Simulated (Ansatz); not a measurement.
Take HgTe in the zinc blende structure (space group F-43m, No. 216; a = 6.5098 Å) as the base. Axes: x, y, z lie along the cube axes.

The values are results of PBEsol in Ansatz (plane waves to 420 eV, PAW, scalar-relativistic without spin-orbit coupling), not measurements.

For the base:

The volume per atom is 34.48 Å³. The pressure comes out as 0.0 GPa.

Modification: compressive biaxial strain of 0.42 % in the plane normal to [111], as in epitaxy on a mismatched substrate; the out-of-plane cell vector and the atoms relax.

Question: How does this affect the volume per atom and pressure?

Answer: The volume per atom decreases by 0.17 Å³ (34.48 Å³ → 34.31 Å³); the pressure (mean of the normal stresses, compression positive) goes from zero to 0.2 GPa.

A case with no gap was solved on a k-mesh chosen for an insulator, which is coarse for it. Stability against distortions was not tested. The final runs are not spin-polarised.

Ansatz is a first-principles code.
